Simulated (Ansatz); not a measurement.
The reference is NaF in the rock salt structure (space group Fm-3m, No. 225).

```xyz
2
Lattice="0.0000 2.3506 2.3506 2.3506 0.0000 2.3506 2.3506 2.3506 0.0000" Properties=species:S:1:pos:R:3 pbc="T T T"
Na     0.0000     0.0000     0.0000
F      2.3506     2.3506     2.3506
```

The values are results of PBE in Ansatz (plane waves to 420 eV, PAW, without spin-orbit coupling), not measurements.

Base values:

- Pressure = 0.00 GPa
- Gap character = direct at Γ

Perturbation: every lattice vector is shortened by 2.50 %; the atoms relax in the strained cell.

Q: Predict the new pressure, gap character, energy relative to the base and mean gap deformation potential ΔEg/Δln V.

A: The pressure goes from zero to 4.04 GPa; the gap character is still direct at Γ; the energy grows by 11 meV/atom; the mean gap deformation potential ΔEg/Δln V comes out as -5.4 eV.

Stability against distortions was not tested.

Ansatz is an electronic-structure program.
